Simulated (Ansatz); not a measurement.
AlAs (model structure, started from the BN type, Pm-3n, No. 223, 12 atoms in the cell), treated with LDA (Ansatz, a program for electronic structure, plane waves, PAW).

The input as run:

Ansatz 0.2 input:
```yaml
crystal:
  lattice:
    - [6.9843289382, 0.0, 0.0]
    - [0.0, 6.9843289382, 0.0]
    - [0.0, 0.0, 6.9843289382]
  atoms:
    - { symbol: Al, position: [0.25, 0.0, 0.5] }
    - { symbol: Al, position: [0.5, 0.25, 0.0] }
    - { symbol: Al, position: [0.5, 0.75, 0.0] }
    - { symbol: Al, position: [0.75, 0.0, 0.5] }
    - { symbol: Al, position: [0.0, 0.5, 0.75] }
    - { symbol: Al, position: [0.0, 0.5, 0.25] }
    - { symbol: As, position: [0.25, 0.5, 0.0] }
    - { symbol: As, position: [0.0, 0.25, 0.5] }
    - { symbol: As, position: [0.0, 0.75, 0.5] }
    - { symbol: As, position: [0.75, 0.5, 0.0] }
    - { symbol: As, position: [0.5, 0.0, 0.75] }
    - { symbol: As, position: [0.5, 0.0, 0.25] }
basis:
  ecutwfc: 520
  ecutrho_ratio: 4
  xc_grid: 2
kpoints:
  mp_grid: { grid: [6, 6, 6] }
  band_path:
    path:
      - [0.0, 0.0, 0.0]
      - [0.0, 0.166667, 0.0]
      - [0.0, 0.333333, 0.0]
      - [0.0, 0.5, 0.0]
      - [0.166667, 0.5, 0.0]
      - [0.333333, 0.5, 0.0]
      - [0.5, 0.5, 0.0]
      - [0.416667, 0.416667, 0.0]
      - [0.333333, 0.333333, 0.0]
      - [0.25, 0.25, 0.0]
      - [0.166667, 0.166667, 0.0]
      - [0.083333, 0.083333, 0.0]
      - [0.071429, 0.071429, 0.071429]
      - [0.142857, 0.142857, 0.142857]
      - [0.214286, 0.214286, 0.214286]
      - [0.285714, 0.285714, 0.285714]
      - [0.357143, 0.357143, 0.357143]
      - [0.428571, 0.428571, 0.428571]
      - [0.5, 0.5, 0.5]
      - [0.416667, 0.5, 0.416667]
      - [0.333333, 0.5, 0.333333]
      - [0.25, 0.5, 0.25]
      - [0.166667, 0.5, 0.166667]
      - [0.083333, 0.5, 0.083333]
      - [0.5, 0.5, 0.333333]
      - [0.5, 0.5, 0.166667]
    npoints: 1
hamiltonian:
  xc: lda
  dispersion: none
  pseudopotentials: { kind: paw }
scf:
  occupations: { method: fermi_dirac, width: 0.01 }
  convergence: { dr2_threshold: 0.0000000012 }
output:
  forces: true
  stress: true
  eigenvalues: true
  write_bands: true
```

How many irreducible k-points, plane waves at Γ does the program set up, and what pressure does the run end with?

20 irreducible k-points, 9093 plane waves at Γ; P = -1.37 GPa, so the cell is stretched on average and its volume would shrink at this level.

Output (set-up and result lines):

```
Crystal: 12 atoms, lattice volume = 340.702 Å³
Basis set: ecut = 520 eV, 9093 PW (Γ), exchange–correlation on 108×108×108 points (8 copies of the dense FFT grid, shifted against one another)
Bands: 66, of which v1, the nominal top of the filled ones, is band 54 counted from 1 (53 counted from 0)
Symmetry: 48 space group operations
Space group: Pm-3n (ITA 223), of the structure as read, at distance tolerance 7.0e-5 Å
k-points: 20 of 216
Functional: x = slater, c = lda
SCF iter   1: F=—  HF=-31722.571064 eV  |F-HF|=—  |Δ(HF+E_count)|=         —  Δρ=3.73e-3  dr2=3.41e-2
SCF iter   2: F=—  HF=-31722.560773 eV  |F-HF|=—  |Δ(HF+E_count)|=   1.03e-2  Δρ=1.99e-3  dr2=1.11e-2
  ...
SCF iter   7: F=—  HF=-31722.559969 eV  |F-HF|=—  |Δ(HF+E_count)|=   1.31e-6  Δρ=2.69e-6  dr2=4.40e-8
SCF iter   8: F=-31722.559969 eV  HF=-31722.559969 eV  |F-HF|=1.82e-10  |Δ(HF+E_count)|=   1.98e-8  Δρ=5.89e-7  dr2=1.04e-9
SCF 1 converged in 8 iterations: F = -31722.559969 eV  dr2 = 1.04e-9
SCF converged after 8 iterations
Free energy (F): -31722.559969 eV
Internal energy: -31722.559969 eV  (E = F + TS)
E sigma→0 (E₀):  -31722.559969 eV
Fermi energy:    4.679006 eV
--- Stress (GPa, compression-positive) ---
       -1.367384       0.000000       0.000000
        0.000000      -1.367384       0.000000
        0.000000       0.000000      -1.367384
  P = ⅓ Tr σ = -1.3674 GPa (-13.674 kbar)
```

The PAW data were made under PBE.

Note: the relaxation could raise the start's symmetry but not lower it, so the cell can be a saddle point. Note: cell and atoms aren't relaxed at this level (pressure -1.4 GPa).

It cost around 40 core-seconds (rough) of CPU time.

A model structure was made by putting elements into a prototype or built by hand; it is no filed structure, need not be a known phase, and can be a saddle point held by its symmetry.
